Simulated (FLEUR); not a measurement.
Input and output of a self-consistent single point for Ti (P6_3/mmc, 4 atoms in the cell) (FLEUR).

Computed with FLEUR with PBE, all-electron FLAPW (FLEUR), scalar-relativistic valence.

The change in words: lattice scaled by 0.98. Reference geometry:
```
CELL_PARAMETERS angstrom
      2.92199     0.00000     0.00000
     -1.46099     2.53051     0.00000
      0.00000     0.00000     9.40151
ATOMIC_POSITIONS crystal
  Ti 0.00000 0.00000 0.00000
  Ti 0.00000 0.00000 0.50000
  Ti 0.33333 0.66667 0.25000
  Ti 0.66667 0.33333 0.75000
```

Reference input (self-consistent single point, DFT, PBE, all-electron FLAPW (FLEUR), scalar-relativistic valence): Kmax = 3.9 1/bohr; GmaxXC = 15.6 1/bohr; xcFunctional = pbe; jspins = 1; l_soc = F; mode = gauss; fermiSmearingEnergy = 0.00734986 Htr; mesh (inpgen div1-3) = 9 9 3; inpgen gamma flag = false; Gmax = 15.6 1/bohr; numbands = 0; maxIterBroyd = 40. This run's input differs from it in these lines:

```diff
@@ -3,5 +3,5 @@
 &input film=f /
-2.9219865164 -0.0000001198 0.0000000000
--1.4609931544 2.5305146127 0.0000000000
-0.0000000000 0.0000000000 9.4015100000
+2.8635468193 -0.0000001901 0.0000000000
+-1.4317732450 2.4799043855 0.0000000000
+0.0000000000 0.0000000000 9.2134800000
 1.8897261246
@@ -45,5 +45,5 @@
          <bravaisMatrix>
-            <row-1>    5.5217542557700261    -0.0000002263891897     0.0000000000000000</row-1>
-            <row-2>   -2.7608769317314414     4.7819795723012408     0.0000000000000000</row-2>
-            <row-3>    0.0000000000000000     0.0000000000000000    17.7662790576881449</row-3>
+            <row-1>    5.4113192334464459    -0.0000003592369363     0.0000000000000000</row-1>
+            <row-2>   -2.7056593055798164     4.6863401037894592     0.0000000000000000</row-2>
+            <row-3>    0.0000000000000000     0.0000000000000000    17.4109538544796081</row-3>
          </bravaisMatrix>
```

Output, abridged:

```
 Iteration:     1   Distance:       8.01043983 me/bohr^3
 Iteration:     2   Distance:       7.17608210 me/bohr^3
 Iteration:     3   Distance:       2.89331678 me/bohr^3
 Iteration:     4   Distance:       2.56157460 me/bohr^3
 Iteration:     5   Distance:       2.82975061 me/bohr^3
   [... 7 lines left out ...]
 Iteration:    13   Distance:       0.00021107 me/bohr^3
 Iteration:    14   Distance:       0.00023605 me/bohr^3
 Iteration:    15   Distance:       0.00002109 me/bohr^3
 Iteration:    16   Distance:       0.00000376 me/bohr^3
 Run finished successfully
 Stop message:
   Structural relaxation: Done

[file out, last iteration]
             iter=     17
[...]
          total density-effective poten   -5.4353591045E+03
          total charge density-energy d   -1.6884400643E+02
 Updated energy parameters for spin:           1
[...]
 fermi energy and band-weighting factors:

[...]
FERMIE:
          first approx. to ef    (T=0)  :   0.356829 htr   (energy of the highest occ. eigenvalue)
          number of occ. states  (T=0)  :        570
          first approx. to seigv (T=0)  : -29.350405 htr
          sum of weights of occ. states :  24.024691
          sum of semicore charge        :   0.000000 e
          fermi energy=   0.35686 har   work function=  -9.71071 ev
          number of valence electrons=  47.99999
     band-weighting factor for spin=    1
   [... lines left out ...]
          total moment                 =     0.00000
 Direct bandgap for spin            1 :    3.2241498232442600E-003  Htr
 ---->    free energy=                     -3415.2590055582 htr
   [... lines left out ...]
      extrapolation for T->0
 ---->    total electron energy=           -3415.2590055582 htr
 ***** TOTAL FORCES ON ATOMS *****
 TOTAL FORCE FOR ATOM TYPE=  1  X=  0.000   Y=  0.000   Z=  0.000
                       FX_TOT= 0.000000 FY_TOT= 0.000000 FZ_TOT= 0.000000
 TOTAL FORCE FOR ATOM TYPE=  2  X=  2.706   Y= -1.562   Z=  4.353
                       FX_TOT= 0.000000 FY_TOT= 0.000000 FZ_TOT= 0.000000
 Structural relaxation: Done
```

The run converged in 16 iterations. FLEUR gives forces in its relaxation mode, with a further iteration, so its stop message speaks of a relaxation. Against the reference run the total energy goes up by 31.6 meV/atom.

The starting cell was generated: these elements placed on a structure prototype, without a prior relaxation; it need not be a known phase or ordering of this composition. Its lattice was rescaled by a random factor within 2.5 % of one. For this run, on top of that: lattice scaled by 0.98. Spin polarisation is off. Values depend on the basis (sphere radii, cutoffs, local orbitals), which need not be converged. The log's line on a gap gives a spacing of levels on this mesh, which the program prints for metals too.

Cost on one core of a shared machine: roughly 2 min.
